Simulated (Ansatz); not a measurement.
## A computed series for Hf: response to strain

Base system: Hf in the hcp (Mg type) structure (space group P6_3/mmc, No. 194; a = 3.158 Å, c = 5.004 Å; relaxed with 0.1 eV smearing). Axes: x lies along a and z along c of the hexagonal cell.

Strains are applied to the cell and any free atomic positions relax; under biaxial strain the out-of-plane vector relaxes too.

Calculations: Kohn–Sham DFT with the PBEsol functional, run in Ansatz (a quantum-chemistry and plane-wave program) with PAW and 420 eV plane waves, scalar-relativistic without spin-orbit coupling.

| biaxial strain, plane normal [001], relaxed out of plane (%) | out-of-plane strain (%) |
|---|---|
| -3 | 2.31 |
| -2.5 | 1.89 |
| -2 | 1.49 |
| -1.5 | ? |
| -1 | 0.73 |
| -0.5 | 0.36 |
| 0 | 0.00 |

Task: Fit ε⊥ = −νε + γε² (strains in %) to the rows shown and predict the withheld row.

Result: Least squares on the printed values gives ν = 0.70 (the biaxial Poisson response) and γ = 0.022 (largest residual 0.00 %); this predicts 1.10 %, and the run gives 1.10 %, in agreement.

No phonon test of stability was made. The final runs are not spin-polarised.
